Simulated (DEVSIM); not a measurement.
Model (solved in DEVSIM): 1D drift-diffusion, Boltzmann statistics, complete ionisation; no tunnelling, impact ionisation, image-force lowering or self-heating.

System: abrupt GaP n-p junction, at 250 K.

```csv
layer (left to right),material,thickness (μm),Nd (cm⁻³),Na (cm⁻³),τn (s),τp (s)
1,GaP,0.780,6.9e16,-,1.9e-7,1.9e-7
2,GaP,61.0,-,5.1e14,1.9e-7,1.9e-7
```

Left contact: ohmic. Right contact: ohmic. Voltage is applied to the left contact. Recombination: SRH at mid-gap, radiative. Mobility is μmin + (μ − μmin)/(1 + (N/Nref)^α).

This is a model device: material constants are rounded textbook-type values typed into the input, and sizes, dopings and lifetimes were drawn at random. Values at 300 K; Nc and Nv go as T^1.5, mobilities as T to minus their exponent, the gap by Varshni's rule with the affinity fixed. The table also holds parameters that only a changed run uses.

```tsv
parameter	GaP
gap (eV)	2.26
affinity (eV)	3.8
permittivity	11.1
Nc (cm⁻³)	1.8e19
Nv (cm⁻³)	1.9e19
μn (cm²/Vs)	250
μp (cm²/Vs)	150
μn,min	10
μp,min	10
Nref,n	4.4e18
Nref,p	1e18
αn	0.8
αp	0.85
T exponent of μn	1.6
T exponent of μp	1.98
B (cm³/s)	1e-13
Cn (cm⁶/s)	1e-30
Cp (cm⁶/s)	1e-30
Varshni α (eV/K)	0.00058
Varshni β (K)	372
```

One input was changed, with this effect: dark forward voltage at 1 A/cm² 2.039 → 2.050 V; potential step across the device at zero bias little changed (1.945 V).

Q: Which change was it?
(A) thickness of layer 1 0.78 → 0.16 μm
(B) Auger recombination switched on
(C) minority lifetime in layer 1 1.9e-07 → 5.7e-09 s
(D) constant mobility in place of the doping-dependent one
(E) temperature 250 → 400 K

A: A, thickness of layer 1 0.78 → 0.16 μm
